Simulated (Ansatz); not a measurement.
Ansatz (a program for electronic structure) run on CaPb (P4mm, 2 atoms in the cell): self-consistent single point.

Computed with PBEsol, default PAW files made with PBE (plane waves; Ansatz).

The change in words: lattice scaled by 0.98; basis.ecutrho_ratio: default → 5. Reference geometry:
```yaml
crystal:
  lattice:
    - [3.58447, 0.00000, 0.00000]
    - [0.00000, 3.58447, 0.00000]
    - [0.00000, 0.00000, 4.65065]
  atoms:
    - { symbol: Ca, position: [0.00000, 0.00000, 0.01075] }
    - { symbol: Pb, position: [0.50000, 0.50000, 0.50000] }
```

Reference input (self-consistent single point, DFT, PBEsol, plane waves, default PAW files made with PBE): basis.ecutwfc = 420 eV; kpoints.mp_grid.grid = 9 9 7; hamiltonian.xc = pbesol; hamiltonian.pseudopotentials = {kind: paw} (the program's default PAW files); scf.occupations.method = gaussian; scf.occupations.width = 0.1 eV. This run's input differs from it in these lines:

Ansatz 0.2 input:
```diff
@@ -3,5 +3,5 @@
   lattice:
-    - [3.58447300, 0.00000000, 0.00000000]
-    - [0.00000000, 3.58447300, 0.00000000]
-    - [0.00000000, 0.00000000, 4.65064800]
+    - [3.51278400, 0.00000000, 0.00000000]
+    - [0.00000000, 3.51278400, 0.00000000]
+    - [0.00000000, 0.00000000, 4.55763500]
   atoms:
@@ -11,2 +11,3 @@
   ecutwfc: 420.0
+  ecutrho_ratio: 5
 kpoints:
```

Output (repeated stretches shortened):

```
SCF iter   1: F=—  HF=-13549.817047 eV  |F-HF|=—  |Δ(HF+E_count)|=         —  Δρ=3.10e-3  dr2=5.85e-3  ethr=1.77e-3  ⟨swp⟩=7.3  Hψ=6097  notcnv=0
all-band conjugate gradients solve this SCF's bands
preconditioner: auto → Kerker (q_TF=auto, 2.367 Å⁻¹)
SCF iter   2: F=—  HF=-13549.816186 eV  |F-HF|=—  |Δ(HF+E_count)|=   8.61e-4  Δρ=1.53e-3  dr2=1.44e-3  ethr=2.44e-5  ⟨swp⟩=2.0  Hψ=1908  notcnv=0  defer=1
   [... lines left out ...]
SCF iter   3: F=—  HF=-13549.815768 eV  |F-HF|=—  |Δ(HF+E_count)|=   4.18e-4  Δρ=2.68e-4  dr2=7.16e-5  ethr=6.00e-6  ⟨swp⟩=2.0  Hψ=1599  notcnv=0  defer=1
SCF iter   4: F=—  HF=-13549.815766 eV  |F-HF|=—  |Δ(HF+E_count)|=   2.13e-6  Δρ=1.73e-4  dr2=3.92e-5  ethr=2.98e-7  ⟨swp⟩=2.0  Hψ=1456  notcnv=0  defer=1
SCF iter   5: F=—  HF=-13549.815752 eV  |F-HF|=—  |Δ(HF+E_count)|=   1.33e-5  Δρ=2.54e-5  dr2=9.45e-7  ethr=1.63e-7  ⟨swp⟩=2.2  Hψ=1394  notcnv=0  defer=1
SCF iter   6: F=-13549.815752 eV  HF=-13549.815752 eV  |F-HF|=4.15e-8  |Δ(HF+E_count)|=   1.99e-7  Δρ=6.85e-6  dr2=5.20e-8  ethr=4.17e-10  ⟨swp⟩=4.3  Hψ=4657  notcnv=0
SCF 1 converged in 6 iterations: F = -13549.815752 eV  dr2 = 5.20e-8
Free energy (F): -13549.815752 eV
Internal energy: -13549.810859 eV  (E = F + TS)
E sigma→0 (E₀):  -13549.813306 eV
Entropy (-TS):   -0.004893 eV (-2.446 meV/atom)
Fermi energy:    9.795134 eV
--- Forces (eV/Å), atoms counted from 1 ---
  atom   1  Ca    -0.00000000    -0.00000000    -0.17085984
  atom   2  Pb     0.00000000    -0.00000000     0.17120604
--- Stress (GPa, compression-positive) ---
        1.092241       0.000000      -0.000000
        0.000000       1.092241       0.000000
       -0.000000       0.000000      -0.166680
  P = ⅓ Tr σ = 0.6726 GPa (6.726 kbar)
  The stress holds the Pulay correction. Without it, at fixed plane waves, as pw.x and ABINIT print it: P = 0.6622 GPa
```

The run converged in 6 iterations. Against the reference run the free energy falls by 5.6 meV/atom, the pressure goes from -1.57 to 0.67 GPa and the largest force goes from 0.139 to 0.171 eV/Å.

The starting cell comes from a database of computed structures (which also holds hypothetical and non-ambient phases and stackings), without a prior relaxation at this level. Its lattice was rescaled by up to half a per cent. One atom was moved a little off its site on purpose. For this run, on top of that: lattice scaled by 0.98. Ansatz's pressure includes its estimate of the finite-basis (Pulay) stress.
